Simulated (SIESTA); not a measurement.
Band structure of LiPd7 (Fm-3m, 8 atoms in the cell).

```
CELL_PARAMETERS angstrom
      0.00000     3.88572     3.88572
      3.88572     0.00000     3.88572
      3.88572     3.88572     0.00000
ATOMIC_POSITIONS crystal
  Li 0.00000 0.00000 0.00000
  Pd 0.50000 0.50000 0.50000
  Pd 0.00000 0.00000 0.50000
  Pd 0.50000 0.50000 0.00000
  Pd 0.50000 0.00000 0.00000
  Pd 0.00000 0.50000 0.50000
  Pd 0.00000 0.50000 0.00000
  Pd 0.50000 0.00000 0.50000
```
Moments meant for the start (each program seeds them in its own way; μB, in the order of the atoms Li Pd Pd Pd Pd Pd Pd Pd): 0.0 1.0 1.0 1.0 1.0 1.0 1.0 1.0.

Computed with SIESTA with GGA PBEsol, numerical atomic orbitals DZP, PseudoDojo PBEsol standard norm-conserving potentials (rewritten from UPF to PSML).

Settings: XC.functional = GGA; XC.authors = PBEsol; potentials = PseudoDojo PBEsol standard; PAO.BasisSize = DZP; PAO.EnergyShift = 0.005 Ry; MeshCutoff = 300 Ry; kgrid.MonkhorstPack = 5 5 5; OccupationFunction = FD; ElectronicTemperature = 0.136 eV; Spin = polarized; DM.InitSpin = [1 +0.00, 2 +1.00, 3 +1.00, 4 +1.00, 5 +1.00, 6 +1.00, 7 +1.00, 8 +1.00]; PAO.Polarization.NonPerturbative = true; MaxSCFIterations = 150; SCF.Mixer.Method = Pulay.

The starting cell comes from a database of computed structures (which also holds hypothetical and non-ambient phases and stackings), without a prior relaxation at this level. The starting moments vanished: the run ended non-magnetic. Values carry the incompleteness of an atom-centred basis.

Levels in eV from the Fermi level, bands 62 to 67 of the first spin channel:
| point | 62 | 63 | 64 | 65 | 66 | 67 |
|---|---|---|---|---|---|---|
| Γ | 0.04 | 0.29 | 0.29 | 0.29 | 1.10 | 1.10 |
| X | -1.27 | -1.14 | -1.11 | -0.63 | 0.29 | 1.62 |
| W | -1.05 | -0.49 | -0.33 | -0.11 | 0.09 | 0.09 |
| K | -0.81 | -0.81 | -0.70 | -0.57 | -0.02 | 0.19 |
| L | -1.04 | 0.00 | 0.00 | 0.06 | 0.10 | 3.33 |
| U | -0.81 | -0.81 | -0.70 | -0.57 | -0.02 | 0.19 |

Bands cross the Fermi level along this path, so the cell is metallic at this level.

Higher empty bands are left out: an atom-centred basis made for the valence describes them poorly.

The net moment of the cell came out as 0.00 μB.
